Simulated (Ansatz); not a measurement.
Base system: GaN in the zinc blende structure (space group F-43m, No. 216).

```xyz
2
Lattice="0.0000 2.2490 2.2490 2.2490 0.0000 2.2490 2.2490 2.2490 0.0000" Properties=species:S:1:pos:R:3 pbc="T T T"
Ga     0.0000     0.0000     0.0000
N      1.1245     1.1245     1.1245
```

Cartesian axes are those of the cell as printed.

All numbers come from plane-wave PAW DFT at the PBEsol level (Ansatz, an electronic-structure program, 420 eV), without spin-orbit coupling.

For the base:

The valence-band top at Γ comes out as 0.00, 0.00, 0.00 eV. The shortest interatomic distance is 1.948 Å.

Now apply this change: tensile biaxial strain of 0.50 % in the plane normal to [001], as in epitaxy on a mismatched substrate; the out-of-plane cell vector and the atoms relax.

Q: What does the calculation give for the valence-band top at Γ, hole mass, out-of-plane strain, energy relative to the base and shortest interatomic distance after the change?

A: The valence-band top at Γ (three highest levels, from the VBM) changes from 0.00, 0.00, 0.00 eV to 0.00, -0.05, -0.05 eV; the hole mass comes out as 0.15 mₑ out of plane, 0.86 mₑ in plane (at Γ); the out-of-plane strain comes out as -0.55 %; the energy rises by 0.5 meV/atom; the shortest interatomic distance increases by 0.003 Å, from 1.948 Å to 1.951 Å.

The levels and masses belong to the bands next to the band gap. Effective masses come from finite differences of ±0.01 Å⁻¹. Stability against distortions was not tested. This is not the structure that GaN has at room temperature and ambient pressure.
